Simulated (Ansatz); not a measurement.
## PbS: pressure 10 GPa

Take PbS in the rock salt structure (space group Fm-3m, No. 225; a = 5.903 Å) as the base.

Now apply this change: cell and atoms relaxed at a pressure of 10 GPa.

Computed with PBEsol (Ansatz, a quantum-chemistry and plane-wave program; PAW; 420 eV plane waves; spin-orbit coupling left out), earlier PAW set. Settings: 10×10×10 k-points, 0.05 eV Fermi–Dirac smearing.

The volume per atom drops by 3.09 Å³, from 25.71 Å³ to 22.62 Å³ and the density rises by 1.056 g/cm³, from 7.73 g/cm³ to 8.78 g/cm³. The lattice parameter a falls by 0.247 Å, from 5.903 Å to 5.656 Å and the enthalpy H = E + PV relative to the base's energy amounts to +1.50 eV/atom. The band gap drops by 0.15 eV to 0.05 eV (uncertain: the Fermi level lies in a band; the changed cell).

With Pb present, leaving out spin-orbit coupling can change the band edges. Load acts through the strain it causes; cell and atoms are relaxed under it. No phonon test of stability was made. No other phases were tried under pressure. The zero or small gap of PbS can change with the level of theory.
